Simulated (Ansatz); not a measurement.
The reference is KF in the rock salt structure (space group Fm-3m, No. 225; a = 5.307 Å). Axes: x, y, z lie along the cube axes.

Calculations: DFT with PBEsol, PAW potentials and a 420 eV plane-wave cutoff in Ansatz (a program for electronic structure), no SOC.

Strains are applied to the cell and any free atomic positions relax; under biaxial strain the out-of-plane vector relaxes too.

One change was made to it. Results:

```tsv
quantity	base	after
band gap	6.15 eV	6.29 eV
electron mass	0.54 mₑ (at Γ)	0.51 mₑ out of plane, 0.54 mₑ in plane (at Γ)
energy relative to the base (free energy F)	0 meV/atom	+4.0 meV/atom
```

**Question.** What was done to the base?
A) biaxial strain −1.00 %, plane normal [001], relaxed out of plane
B) biaxial strain −2.00 %, plane normal [001], relaxed out of plane
C) biaxial strain −2.50 %, plane normal [001], relaxed out of plane
D) biaxial strain +3.00 %, plane normal [001], relaxed out of plane

**Answer.** B, biaxial strain −2.00 %, plane normal [001], relaxed out of plane. For comparison, the electron mass in the other runs: biaxial strain −1.00 %, plane normal [001], relaxed out of plane gives 0.53 mₑ (at Γ); biaxial strain −2.50 %, plane normal [001], relaxed out of plane gives 0.50 mₑ out of plane, 0.55 mₑ in plane (at Γ); biaxial strain +3.00 %, plane normal [001], relaxed out of plane gives 0.57 mₑ out of plane, 0.53 mₑ in plane (at Γ).

Effective masses come from finite differences of ±0.01 Å⁻¹. Gaps are Kohn–Sham eigenvalue differences; semilocal functionals usually give less than the measured gap. Whether these cells are dynamically stable was not tested.
